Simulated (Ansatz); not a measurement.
## Pd: pressure series

Take Pd (space group P6_3/mmc, No. 194; a = 2.7336 Å, c = 9.0149 Å; a cell from a computed database, its experimental status unchecked) as the base.

Cell and atoms are relaxed at each pressure.

Computed with PBEsol/PAW in Ansatz (an electronic-structure program), no spin-orbit coupling.

Notes on the quantities. enthalpy: H = E + PV relative to the base's energy.

```
case              lattice parameter a       enthalpy
----------------  -------------------  -------------
base                          2.734 Å              –
pressure −2 GPa               2.743 Å  -0.18 eV/atom
pressure −1 GPa               2.738 Å  -0.09 eV/atom
pressure 0.3 GPa              2.732 Å  +0.03 eV/atom
pressure 0.7 GPa              2.731 Å  +0.06 eV/atom
pressure 1.5 GPa              2.727 Å  +0.14 eV/atom
pressure 3 GPa                2.721 Å  +0.27 eV/atom
pressure 5 GPa                2.713 Å  +0.45 eV/atom
pressure 7.5 GPa              2.703 Å  +0.67 eV/atom
pressure 10 GPa               2.695 Å  +0.89 eV/atom
```

Load acts through the strain it causes; cell and atoms are relaxed under it. No phonon test of stability was made. Competing high-pressure phases were not computed. The final runs are not spin-polarised. Pd has a high density of states at the Fermi level and may be magnetic at this level. This is not the structure that Pd has at room temperature and ambient pressure.
